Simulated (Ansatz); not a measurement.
# A computed series for HgSe: response to strain

Take HgSe in the zinc blende structure (space group F-43m, No. 216) as the base.

```yaml
crystal:
  lattice:
    - [0.00000, 3.06639, 3.06639]
    - [3.06639, 0.00000, 3.06639]
    - [3.06639, 3.06639, 0.00000]
  atoms:
    - { symbol: Hg, position: [0.00000, 0.00000, 0.00000] }
    - { symbol: Se, position: [0.25000, 0.25000, 0.25000] }
```

Cartesian axes are those of the cell as printed.

Strains are applied to the cell and any free atomic positions relax; under biaxial strain the out-of-plane vector relaxes too.

Computed with PBEsol in Ansatz (plane waves to 420 eV, PAW, spin-orbit coupling left out).

Notes on the quantities. energy relative to the base: free energy F; pressure: mean of the normal stresses, compression positive.

```csv
case,volume per atom,energy relative to the base,pressure
base,28.83 Å³,0 meV/atom,0.0 GPa
"biaxial strain −2.50 %, plane normal [111], relaxed out of plane",28.06 Å³,+9.5 meV/atom,1.4 GPa
"biaxial strain −2.08 %, plane normal [111], relaxed out of plane",___,+6.6 meV/atom,1.2 GPa
"biaxial strain −1.25 %, plane normal [111], relaxed out of plane",28.44 Å³,+2.4 meV/atom,0.7 GPa
"biaxial strain −0.83 %, plane normal [111], relaxed out of plane",28.57 Å³,+1.1 meV/atom,___
"biaxial strain +0.42 %, plane normal [111], relaxed out of plane",28.97 Å³,+0.3 meV/atom,-0.2 GPa
"biaxial strain +1.25 %, plane normal [111], relaxed out of plane",___,+2.4 meV/atom,-0.7 GPa
"biaxial strain +1.67 %, plane normal [111], relaxed out of plane",29.37 Å³,+4.2 meV/atom,-0.9 GPa
"biaxial strain +2.08 %, plane normal [111], relaxed out of plane",29.51 Å³,+6.5 meV/atom,-1.2 GPa
"biaxial strain +2.50 %, plane normal [111], relaxed out of plane",___,+9.4 meV/atom,-1.4 GPa
```

Question: Some entries are withheld; estimate them.

Answer: 
- biaxial strain −2.08 %, plane normal [111], relaxed out of plane, volume per atom: 28.19 Å³
- biaxial strain −0.83 %, plane normal [111], relaxed out of plane, pressure: 0.5 GPa
- biaxial strain +1.25 %, plane normal [111], relaxed out of plane, volume per atom: 29.24 Å³
- biaxial strain +2.50 %, plane normal [111], relaxed out of plane, volume per atom: 29.64 Å³

The mesh was chosen for an insulator and is coarse for the gapless case. Stability against distortions was not tested. All final runs are without spin polarisation.

Ansatz is a program for electronic structure.
